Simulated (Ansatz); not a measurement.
**Convergence study of the plane-wave cutoff for MgPd5 (R3, 6 atoms in the cell)**

```
CELL_PARAMETERS angstrom
      2.41505     1.39433     4.57238
     -2.41505     1.39433     4.57238
      0.00000    -2.78865     4.57238
ATOMIC_POSITIONS crystal
  Mg 0.00364 0.00364 0.00364
  Pd 0.50000 0.83166 0.16834
  Pd 0.16834 0.50000 0.83166
  Pd 0.83166 0.16834 0.50000
  Pd 0.33173 0.33173 0.33173
  Pd 0.66827 0.66827 0.66827
```

Level of theory: PBEsol, default PAW files made with PBE (plane waves; Ansatz, a first-principles code).

Base settings: basis.ecutwfc = 420 eV; kpoints.mp_grid.grid = 5 5 5; hamiltonian.xc = pbesol; hamiltonian.pseudopotentials = {kind: paw} (the program's default PAW files); scf.occupations.method = gaussian; scf.occupations.width = 0.1 eV.

The second cell is the first with its lattice scaled by 0.98.

The mesh stays at the base's, so the ladder's end is converged at best in this setting alone.

The first pressure column holds Ansatz's estimate of the finite-basis (Pulay) stress, which hides part of the cutoff error; the other is without it.

Only quantities that move along the ladder and can be compared are tabulated.

The count of work is k-points × plane waves × bands × iterations; it is no time. 

The starting cell comes from a database of computed structures (which also holds hypothetical and non-ambient phases and stackings), without a prior relaxation at this level. Its lattice was rescaled by up to half a per cent. One atom was moved a little off its site on purpose. Spin polarisation is off. In the base run, with a pressure of about -6 GPa the cell is away from its equilibrium volume at this level.

Steps (basis.ecutwfc): 145 eV; 170 eV; 190 eV; 210 eV; 230 eV; 250 eV; 295 eV; 335 eV; 380 eV; 420 eV; 460 eV; 505 eV; 565 eV; 630 eV; 735 eV; 840 eV; 1010 eV.

Task: What is the coarsest basis.ecutwfc that holds the energy of the compressed cell less the first within 2 meV/atom of the last step, with all finer ones?

Result: 335 eV, at 0.19 of the last step's count of work; the step before is off by 2.4 meV/atom.

Task: What is the coarsest basis.ecutwfc that holds the pressure within 0.5 GPa of the last step, with all finer ones?

Result: 295 eV, at 0.16 of the last step's count of work; the step before is off by 3.2 GPa.

Task: What is the coarsest basis.ecutwfc that holds the forces within 0.01 eV/Å of the last step, with all finer ones?

Result: 295 eV, at 0.16 of the last step's count of work; the step before is off by 0.096 eV/Å.

```csv
basis.ecutwfc,free energy less the last step's (meV/atom),energy of the compressed cell less the first (meV/atom),pressure (GPa),pressure without the Pulay estimate (GPa),largest difference of a force vector from the last step's (eV/Å),count of work / last
145 eV,59939.50,-10.98,-72.12,-1960.02,0.554,0.073
170 eV,27460.01,-244.51,-61.35,-1076.85,0.365,0.091
190 eV,14608.49,-281.26,-20.14,-654.59,0.186,0.11
210 eV,7236.68,173.22,3.67,-374.98,0.146,0.12
230 eV,3458.02,13.13,6.79,-209.46,0.169,0.12
250 eV,1537.69,21.49,-2.74,-111.88,0.096,0.14
295 eV,215.30,-10.43,-6.26,-27.12,0.008,0.16
335 eV,27.83,-8.72,-6.03,-9.63,0.002,0.19
380 eV,2.93,-7.76,-5.92,-6.13,0.000,0.24
420 eV,1.96,-7.80,-5.93,-5.96,0.000,0.26
460 eV,1.28,-7.87,-5.94,-5.99,0.000,0.31
505 eV,0.72,-7.92,-5.95,-5.97,0.000,0.35
565 eV,0.55,-7.96,-5.95,-5.96,0.000,0.42
630 eV,0.39,-7.99,-5.96,-5.97,0.000,0.49
735 eV,0.15,-8.00,-5.96,-5.96,0.000,0.62
840 eV,0.08,-8.01,-5.96,-5.96,0.000,0.76
1010 eV,0.00,-8.01,-5.96,-5.96,0.000,1.0
```

The energy difference between the two cells stays within 1 meV/atom of the last step's from 335 eV on, the total only from 505 eV on: much of the error is common to both cells and cancels.

At the lowest cutoff the pressure without the Pulay estimate lies 1950 GPa under the last step's, the usual sign of Pulay stress in an incomplete plane-wave basis.

Keys are those of Ansatz 0.2.
